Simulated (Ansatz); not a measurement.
A periodic model of amorphous In$_{9}$Ga$_{9}$Zn$_{9}$O$_{34}$H$_{2}$:

```xyz
63
Lattice="9.2004 0.0000 0.0000 0.0000 9.2004 0.0000 0.0000 0.0000 9.2004" Properties=species:S:1:pos:R:3 pbc="T T T"
In     6.5598     1.3139     3.4319
In     2.2470     7.4578     0.1873
In     7.0338     3.3125     5.9101
In     5.6588     4.0943     2.6295
In     0.4383     4.7483     8.1108
In     0.3734     0.9203     5.0485
In     6.8123     0.0728     7.2424
In     7.5584     6.0558     9.1798
In     0.8848     1.6122     8.3541
Ga     2.6676     5.6546     3.4095
Ga     3.6046     5.7675     6.5249
Ga     8.9260     6.9002     3.4416
Ga     3.9575     1.2915     0.8251
Ga     7.6710     5.8918     6.1071
Ga     5.5367     7.4790     4.5657
Ga     3.3053     2.2819     3.9907
Ga     8.3618     8.8737     0.9664
Ga     5.3046     7.9193     1.3399
Zn     0.9385     1.5480     2.1749
Zn     3.4350     8.9631     6.5425
Zn     4.1482     3.0798     7.2889
Zn     1.0899     4.0047     5.3050
Zn     0.8216     7.5854     6.4057
Zn     8.7953     3.9988     2.3130
Zn     6.8006     2.5831     0.0152
Zn     2.5448     3.8445     0.9410
Zn     2.7127     8.6403     3.4279
O      6.7410     8.0374     0.1686
O      8.6782     7.0754     1.6270
O      2.6745     7.2421     7.1866
O      4.0619     8.7352     0.1979
O      8.0769     7.5717     6.9537
O      7.2324     6.6027     4.3328
O      0.1173     3.0098     6.8968
O      7.4950     3.4157     3.6404
O      7.1354     4.2275     1.0548
O      8.0024     1.0590     8.7937
O      5.5510     2.0115     1.4909
O      8.4013     0.6702     2.5750
O      3.4288     4.0810     2.6781
O      0.8364     8.1109     4.3433
O      1.3505     2.5099     4.0659
O      2.8619     7.1163     2.2494
O      4.0266     6.2601     4.6891
O      3.2672     0.5987     4.8490
O      0.7937     5.2892     3.4109
O      2.9551     4.0590     6.0903
O      5.2909     8.2228     6.2467
O      0.6860     3.0855     0.9087
O      2.8915     1.2290     2.3524
O      1.0338     9.1285     0.5472
O      3.0391     2.3571     8.7884
O      4.9518     5.1570     7.7298
O      7.5118     1.1516     5.4213
O      1.3524     0.3122     6.8051
O      5.1128     6.0162     1.3985
O      5.5190     8.6074     3.0642
O      2.2416     5.3749     9.0116
O      0.4147     5.6507     6.0993
O      5.1018     2.7218     4.3198
O      5.8718     2.2086     7.4641
H      4.1490     6.0704     1.6137
H      4.6752     5.4155     8.6331
```

Calculation: PBE, scalar-relativistic without spin-orbit coupling (plane waves to 420 eV, PAW; Ansatz, an electronic-structure program). The usual formal charges leave 6 electrons over, so the level spacing at the Fermi energy parts defect or band states and needn't be the band gap.

Preparation: random packing, a CHGNet melt and quench, and a DFT relaxation. O atoms were pushed apart under 1.9 Å during the dynamics, to hinder bonds among them. The hot cell started wider than the set density and was brought back towards it in steps. It is the lowest in DFT energy of 4 quenches. It is a model cell: composition and starting density were chosen by hand, and all elements were melted together. No dispersion term was used. Its density started from a set value of 5.96 and ended at 5.96 g/cm³. The quench (nominally 350 K/ps over its main leg) was far faster than any real one, so the model tends to hold more defects than a real film. A cell of this size samples the disorder only roughly. The volume was held where the preparation left it, at a PBE pressure of 4.6 GPa. Stress components on the final sampling reach 5.1 GPa. On a 2×2×2 Γ-centred mesh force components of up to 0.17 eV/Å stay, since the relaxation ran on the zone centre alone.

Cut-offs for bonds: In-In 3.12 Å, In-Ga 2.90 Å, In-Zn 2.90 Å, In-O 2.90 Å, In-H 2.08 Å, Ga-Ga 2.68 Å, Ga-Zn 2.68 Å, Ga-O 2.38 Å, Ga-H 1.84 Å, Zn-Zn 2.68 Å, Zn-O 2.48 Å, Zn-H 1.84 Å, O-O 1.58 Å, O-H 1.16 Å, H-H 0.90 Å. Two cations that share two anions don't count as bonded, nor two that share one unless they lie closer than In-In 3.04 Å, In-Ga 2.82 Å, In-Zn 2.82 Å, Ga-Ga 2.61 Å, Ga-Zn 2.61 Å, Zn-Zn 2.61 Å.

Problem. Give the coordination numbers, mean bond lengths and angles.

Solution. 
```
Item                                                                                                          Result
---------------------------------  ---------------------------------------------------------------------------------
Mean coordination of In by anions  5.44 (1 with 4, 3 with 5, 5 with 6); 3 close contacts or bonds to cations besides
Mean coordination of Ga by anions  4.11 (1 with 3, 6 with 4, 2 with 5); 1 close contacts or bonds to cations besides
Mean coordination of Zn by anions                                                          4.33 (6 with 4, 3 with 5)
Mean coordination of O                                                         3.74 (11 with 3, 21 with 4, 2 with 5)
Mean coordination of H                                                                               1.00 (2 with 1)
Mean In-O bond                                                                  2.278 Å (spread 0.190 Å, 49 counted)
Mean Zn-O bond                                                                  2.037 Å (spread 0.100 Å, 39 counted)
Mean Ga-O bond                                                                  1.918 Å (spread 0.067 Å, 37 counted)
Mean In-In close contact                                                         2.680 Å (spread 0.000 Å, 1 counted)
Bond angle at In                                                                           mean 103.7°, spread 29.4°
Bond angle at Ga                                                                           mean 108.2°, spread 18.8°
Bond angle at Zn                                                                           mean 108.1°, spread 23.8°
Bond angle at O                                                                            mean 109.7°, spread 17.9°
```

Problem. List the pairs of like atoms that count as bonded by the rules above.

Solution. In5-In8 (2.68 Å).

Problem. What Bader charges do the atoms carry, from a run on the zone centre alone?

Solution. Means (range): In +1.60 e (+1.23 to +1.83), Ga +1.72 e (+1.13 to +1.82), Zn +1.21 e (+1.17 to +1.24), O -1.23 e (-1.27 to -1.19), H +0.57 e (+0.56 to +0.57).
| atom | charge (e) |
|---|---|
| In1 | +1.79 |
| In2 | +1.76 |
| In3 | +1.29 |
| In4 | +1.75 |
| In5 | +1.24 |
| In6 | +1.73 |
| In7 | +1.83 |
| In8 | +1.23 |
| In9 | +1.80 |
| Ga10 | +1.73 |
| Ga11 | +1.80 |
| Ga12 | +1.81 |
| Ga13 | +1.78 |
| Ga14 | +1.13 |
| Ga15 | +1.77 |
| Ga16 | +1.82 |
| Ga17 | +1.82 |
| Ga18 | +1.79 |
| Zn19 | +1.19 |
| Zn20 | +1.23 |
| Zn21 | +1.19 |
| Zn22 | +1.23 |
| Zn23 | +1.24 |
| Zn24 | +1.20 |
| Zn25 | +1.21 |
| Zn26 | +1.17 |
| Zn27 | +1.20 |
| O28 | -1.23 |
| O29 | -1.27 |
| O30 | -1.21 |
| O31 | -1.25 |
| O32 | -1.23 |
| O33 | -1.27 |
| O34 | -1.23 |
| O35 | -1.20 |
| O36 | -1.20 |
| O37 | -1.22 |
| O38 | -1.26 |
| O39 | -1.25 |
| O40 | -1.22 |
| O41 | -1.24 |
| O42 | -1.21 |
| O43 | -1.25 |
| O44 | -1.26 |
| O45 | -1.23 |
| O46 | -1.22 |
| O47 | -1.24 |
| O48 | -1.22 |
| O49 | -1.24 |
| O50 | -1.25 |
| O51 | -1.23 |
| O52 | -1.24 |
| O53 | -1.23 |
| O54 | -1.21 |
| O55 | -1.21 |
| O56 | -1.25 |
| O57 | -1.25 |
| O58 | -1.19 |
| O59 | -1.24 |
| O60 | -1.20 |
| O61 | -1.21 |
| H62 | +0.57 |
| H63 | +0.56 |
